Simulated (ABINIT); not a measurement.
A working ABINIT input for Tl (P6_3/mmc, 4 atoms in the cell) (DFT, revPBE, plane waves, PAW (JTH v2.0 PBE PAW, files made for PBE)):

```
# Tl, JTH v2.0 PBE PAW
pp_dirpath "./"
pseudos "Tl.GGA_PBE-JTH.xml"
acell 3*1.0
rprim
         6.6429652590    0.0000000755    0.0000000000
        -3.3214826949    5.7529766331    0.0000000000
         0.0000000000    0.0000000000   21.3293482173
natom 4
ntypat 1
znucl 81
typat 1 1 1 1
xcart
         0.0000000000    0.0000000000    0.0000000000
         0.0000000000    0.0000000000   10.6646741086
        -0.0000000436    3.8353177805    5.3323370543
         3.3214826077    1.9176589280   15.9970111630
ecut 20
pawecutdg 40
ixc 14
occopt 6
tsmear 0.00367493
nband 34
kptopt 1
ngkpt 9 9 2
nshiftk 1
shiftk 0 0 0
nstep 100
tolvrs 1.0e-10
prtwf 0
prtden 0
enunit 1
```

The run converged in 25 iterations: free energy E − TS -5571.80 eV; Fermi level (on the code's own zero) 6.19 eV; pressure 1.81 GPa. Each of these slips is then made, one at a time:

(1)
```diff
-pp_dirpath "./"
-pseudos "Tl.GGA_PBE-JTH.xml"
```

(2)
```diff
-nband 34
+nband 25
```

Problem. What happens in each case?

Solution. 
(1) No pseudopotentials named. The program stopped before any SCF iteration, with the message: `pseudos` variable must be specified in input when the code is invoked with the `abinit t01.in` syntax.

(2) Too few bands. The program stopped before any SCF iteration.
```
Initialization of occ variables with occopt: 6
There are not enough bands to get charge balance right with nelect:  5.2000E+01
Action: modify input file
(check the pseudopotential charges, the variable cellcharge, the variable jellslab,
and the declared number of bands, nband)
```

The starting cell comes from a database of computed structures (which also holds hypothetical and non-ambient phases and stackings), without a prior relaxation at this level. Its lattice was rescaled by a random factor within 2.5 % of one. The potentials were made for another functional than the one used.

Left out of this page: 4 runs of the series with a known weakness of the program.
